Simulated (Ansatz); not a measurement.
# Sn: uniaxial strain ε_zz = +3.00 %

Take Sn in the diamond structure (space group Fd-3m, No. 227; a = 6.656 Å; relaxed with 0.1 eV smearing) as the base. Axes: x, y, z lie along the cube axes.

Perturbation: uniaxial strain ε_zz = +3.00 %, all other strain components held at zero, atoms relaxed at fixed cell.

Method: DFT with PBE, PAW potentials and a 420 eV plane-wave cutoff in Ansatz (a program for electronic structure), scalar-relativistic without spin-orbit coupling. Settings: 15×15×15 k-points, 0.1 eV Fermi–Dirac smearing.

The shortest interatomic distance increases by 2.9 pm, from 288.2 pm to 291.1 pm and the energy rises by 5.5 meV/atom. The pressure (mean of the normal stresses, compression positive) goes from zero to -1.0 GPa and the band gap remains zero. The stress (xx, yy, zz, yz, xz, xy; compression positive) is (-0.7, -0.7, -1.6, 0.0, 0.0, 0.0) GPa.

Cost of the whole job for the changed cell (relaxation, final SCF and bands): about 50 core-seconds (a rough figure).

Whether these cells are dynamically stable was not tested.
